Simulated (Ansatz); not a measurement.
We look at the formation energy of CdIn2O4 (spinel, Fd-3m) from the elements. Reaction: Cd (hcp) + 2 In (I4/mmm) + 2 O2 (gas) → CdIn2O4 (spinel). The sign is products less reactants. The value is per atom of the solid.

CdIn2O4 (spinel, Fd-3m), 14 atoms in the cell; this is a cell from a database of computed structures that this text hasn't matched to a measured one, k-point mesh 6×6×6 on the run's own vectors.
```
CdIn2O4
1.0
    0.00000     4.65799     4.65799
    4.65799     0.00000     4.65799
    4.65799     4.65799     0.00000
Cd In O
2 4 8
Direct
  0.75000   0.75000   0.75000
  0.50000   0.50000   0.50000
  0.12500   0.62500   0.12500
  0.62500   0.12500   0.12500
  0.12500   0.12500   0.62500
  0.12500   0.12500   0.12500
  0.36197   0.36197   0.36197
  0.88803   0.33591   0.88803
  0.91409   0.36197   0.36197
  0.88803   0.88803   0.33591
  0.36197   0.91409   0.36197
  0.88803   0.88803   0.88803
  0.36197   0.36197   0.91409
  0.33591   0.88803   0.88803
```

Cd (hcp, P6₃/mmc), 2 atoms in the cell, k-point mesh 24×24×10 on the run's own vectors. Conventional cell: a = b = 3.0232 Å, c = 5.7927 Å, α = β = 90.00°, γ = 120.00°.

In (I4/mmm), 1 atom in the cell, k-point mesh 24×24×24 on the run's own vectors. Conventional cell: a = 3.417 Å, b = 3.417 Å, c = 4.717 Å, α = 90.00°, β = 90.00°, γ = 90.00°.

An isolated O2 molecule (triplet) in a box of 11 × 11 × 13 Å.

All numbers come from Ansatz (a program for electronic structure), plane waves with PAW, its default PAW set, cutoff 420 eV. The structures are at rest with PBE; other levels are single points on them. HSE06 runs on coarser k-point meshes, mended by the PBE difference between the two meshes. Some cells are metallic or hold partly filled levels, where a hybrid on a coarse mesh is less sure. Neutral cells; Fermi-Dirac smearing of at most 0.10 eV in the solids, energies taken to zero width. The lattices are those relaxed with PBE, so at other levels the solids can be strained, which adds to the spread. A dispersion term (D3(BJ), or D4 for r2SCAN) was computed beside these levels and is taken off wherever the name lacks it. Static lattices, no vibrational contributions. The structures are the rest points that the relaxations reached, not proven lowest. The runs are scalar-relativistic, without spin-orbit coupling.

**Question.** What is the computed value (PBE)?

**Answer.** -1.43 eV/atom, for Cd (hcp) + 2 In (I4/mmm) + 2 O2 (gas) → CdIn2O4 (spinel).

**Question.** How does the value move with the functional?

**Answer.** 
| Level | value (eV/atom) | less PBE |
|---|---|---|
| HSE06 | -1.50 | -0.07 |

The levels shown span 0.07 eV/atom, from HSE06 (-1.50) to PBE (-1.43).
